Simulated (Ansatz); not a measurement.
Data:

```yaml
crystal:
  lattice:
    - [4.29844, 0.00000, 0.00000]
    - [0.00000, 4.29844, 0.00000]
    - [0.00000, 0.00000, 4.29844]
  atoms:
    - { symbol: Cu, position: [0.25000, 0.25000, 0.75000] }
    - { symbol: Cu, position: [0.25000, 0.75000, 0.25000] }
    - { symbol: Cu, position: [0.75000, 0.75000, 0.75000] }
    - { symbol: Cu, position: [0.75000, 0.25000, 0.25000] }
    - { symbol: O, position: [0.50000, 0.50000, 0.50000] }
    - { symbol: O, position: [0.00000, 0.00000, 0.00000] }
```

All values below come from PBE, rigid bands (plane waves, PAW, scalar-relativistic; Ansatz, an electronic-structure program). Condition of this run: functional PBE, cell relaxed with it. Cell: cell and atoms relaxed with PBE.

Q: What conductivity effective mass do dilute electrons have at 300 K?

A: 0.94 mₑ.

Q: And the band gap?

A: 0.48 eV at this level; semilocal functionals usually fall short of the measured gap.

Rigid bands, one relaxation time for all states, no polarons. Spin-orbit coupling is left out; where it splits the top of the valence band it changes the hole mass and lowers the gap by about a third of the splitting.
